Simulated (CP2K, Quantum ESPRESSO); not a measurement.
A Quantum ESPRESSO input for a self-consistent single point of TiO₂ (I4_1/amd, 6 atoms in the cell) (DFT, PBE, plane waves, SSSP 1.1.2 efficiency (PBE) pseudopotentials):

```fortran
&control
  calculation = 'scf',
  prefix = 'TiO2',
  outdir = './tmp',
  pseudo_dir = './',
  verbosity = 'high',
  tprnfor = .true.,
  tstress = .true.,
/
&system
  ibrav = 0,
  celldm(1) = 10.286117056,
  nat = 6,
  ntyp = 2,
  ecutwfc = 55,
  ecutrho = 440,
  occupations = 'smearing',
  smearing = 'fermi-dirac',
  degauss = 0.0036749,
/
&electrons
  conv_thr = 1.0e-11,
  mixing_beta = 0.3,
/
ATOMIC_SPECIES
Ti    47.8670  ti_pbe_v1.4.uspp.F.UPF
O     15.9990  O.pbe-n-kjpaw_psl.0.1.UPF
ATOMIC_POSITIONS crystal
Ti    0.000000000    0.000000000    0.000000000
Ti    0.750000000    0.250000000    0.500000000
O     0.957150000    0.457150000    0.500000000
O     0.207150000    0.207150000    0.000000000
O     0.792850000    0.792850000    0.000000000
O     0.542850000    0.042850000    0.500000000
K_POINTS automatic
8 8 8  0 0 0
CELL_PARAMETERS alat
  -0.343776512     0.343776512     0.873862357
   0.343776512    -0.343776512     0.873862357
   0.343776512     0.343776512    -0.873862357
```

Give the CP2K input for the same structure, mesh, smearing and functional.

This is the input that was run; spellings and numerical settings could be chosen otherwise.

```
&GLOBAL
  PROJECT run
  RUN_TYPE ENERGY_FORCE
  PRINT_LEVEL MEDIUM
&END GLOBAL
&FORCE_EVAL
  METHOD Quickstep
  STRESS_TENSOR ANALYTICAL
  &DFT
    BASIS_SET_FILE_NAME BASIS_MOLOPT_UZH
    POTENTIAL_FILE_NAME POTENTIAL_UZH
    &QS
      METHOD GPW
      EPS_DEFAULT 1E-10
    &END QS
    &MGRID
      CUTOFF 600
      REL_CUTOFF 40
      NGRIDS 5
    &END MGRID
    &SCF
      SCF_GUESS ATOMIC
      EPS_SCF 1E-6
      MAX_SCF 100
      ADDED_MOS 9
      &DIAGONALIZATION
        ALGORITHM STANDARD
      &END DIAGONALIZATION
      &MIXING
        METHOD BROYDEN_MIXING
        ALPHA 0.2
        NBUFFER 12
      &END MIXING
      &SMEAR ON
        METHOD FERMI_DIRAC
        ELECTRONIC_TEMPERATURE [K] 580.23
      &END SMEAR
    &END SCF
    &KPOINTS
      SCHEME MONKHORST-PACK 8 8 8
      GAMMA_CENTERED T
    &END KPOINTS
    &XC
      &XC_FUNCTIONAL PBE
      &END XC_FUNCTIONAL
    &END XC
    &PRINT
      &MO
        EIGENVALUES T
        OCCUPATION_NUMBERS T
        NDIGITS 8
        FILENAME mo
        &EACH
          QS_SCF 0
        &END EACH
        ADD_LAST NUMERIC
      &END MO
      &MULLIKEN ON
      &END MULLIKEN
    &END PRINT
  &END DFT
  &SUBSYS
    &CELL
      A 5.44317900 0.00000000 0.00000000
      B 2.87002900 4.62505400 0.00000000
      C -4.15660400 -2.31252700 2.64632900
      PERIODIC XYZ
    &END CELL
    &COORD
      SCALED
      Ti       0.00000000     0.00000000     0.00000000
      Ti       0.75000000     0.25000000     0.50000000
      O        0.95715000     0.45715000     0.50000000
      O        0.20715000     0.20715000     0.00000000
      O        0.79285000     0.79285000     0.00000000
      O        0.54285000     0.04285000     0.50000000
    &END COORD
    &KIND Ti
      BASIS_SET DZVP-MOLOPT-PBE-GTH-q12
      POTENTIAL GTH-PBE-q12
    &END KIND
    &KIND O
      BASIS_SET DZVP-MOLOPT-PBE-GTH-q6
      POTENTIAL GTH-PBE-q6
    &END KIND
  &END SUBSYS
  &PRINT
    &FORCES ON
    &END FORCES
    &STRESS_TENSOR ON
    &END STRESS_TENSOR
  &END PRINT
&END FORCE_EVAL
```

Basis, cutoffs, solver keys and any potentials are the target program's own. This input uses DFT PBE, GPW, DZVP-MOLOPT-PBE-GTH basis, GTH-PBE potentials (POTENTIAL_UZH).

The starting cell comes from a database of computed structures (which also holds hypothetical and non-ambient phases and stackings), without a prior relaxation at this level. Its lattice was rescaled by a random factor within 2.5 % of one. For this run, on top of that: lattice scaled by 0.98.
